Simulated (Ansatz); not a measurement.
For SnSe (model structure, started from the zincblende type, F-43m, No. 216, 2 atoms in the cell), PBEsol (Ansatz, a first-principles code, PAW) gives:

equilibrium lattice constant a: 6.656 Å
enthalpy of formation: -0.103 eV/atom

**Question.** What does r²SCAN (Ansatz, PAW) give for the same quantities?

**Answer.** 
- lattice constant a: 6.725 Å (increases by 1.0 %)
- formation enthalpy: -0.179 eV/atom (moves by -0.076 eV/atom)

Changes are worked out from the printed values.

Unless a cell is named, each level is at its own relaxed cell (PBEsol 36.86, r²SCAN 38.01 Å³/atom).

Levels without +SOC leave out spin–orbit coupling, which shifts energies and cells of such heavy elements.

Ansatz's density-functional and Hartree–Fock values are scalar-relativistic unless marked +SOC, with PAW data made under PBE.

A model structure was made by putting elements into a prototype or built by hand; it is no filed structure, need not be a known phase, and can be a saddle point held by its symmetry.
